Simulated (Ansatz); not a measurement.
Start from BN in the zinc blende structure (space group F-43m, No. 216; a = 3.605 Å).

The other end (x = 1) is BAs in the zinc blende structure (space group F-43m, No. 216): 13.55 Å³/atom, gap 1.08 eV.

The values are results of Ansatz (an electronic-structure program) PBEsol, spin-orbit coupling left out, earlier PAW set, not measurements.

As replaces a fraction x of N; each row is one arrangement (x, atoms in the cell, starting space group or random), fully relaxed.

One change was made to it. Results:

The band gap goes from 4.29 eV to zero; the deviation of the volume from the linear (Vegard-type) interpolation is -0.9 %; the mixing energy is +0.70 eV/atom (to 0.01 eV only: unlike meshes or grids); the shortest interatomic distance drops by 0.036 Å to 1.525 Å.

Task: What was done to the base?
A. x(As) = 0.333, 6 atoms, P3m1
B. x(As) = 0.75, 8 atoms, R3m
C. x(As) = 0.75, 8 atoms, Cm
D. x(As) = 0.333, 6 atoms, I-4m2
E. x(As) = 0.5, 8 atoms, R3m

Result: E, x(As) = 0.5, 8 atoms, R3m. For comparison, the deviation of the volume from the linear in the other runs: x(As) = 0.333, 6 atoms, P3m1 gives -3.0 %; x(As) = 0.75, 8 atoms, Cm gives -1.5 %; x(As) = 0.333, 6 atoms, I-4m2 gives -4.0 %; x(As) = 0.75, 8 atoms, R3m gives +0.7 %.

These are small ordered cells, not random alloys; other orderings at the same x differ. No phonon test of stability was made. The final runs are not spin-polarised. A zero or small gap of B2AsN and B4As3N can be the functional's error rather than a property of the material.
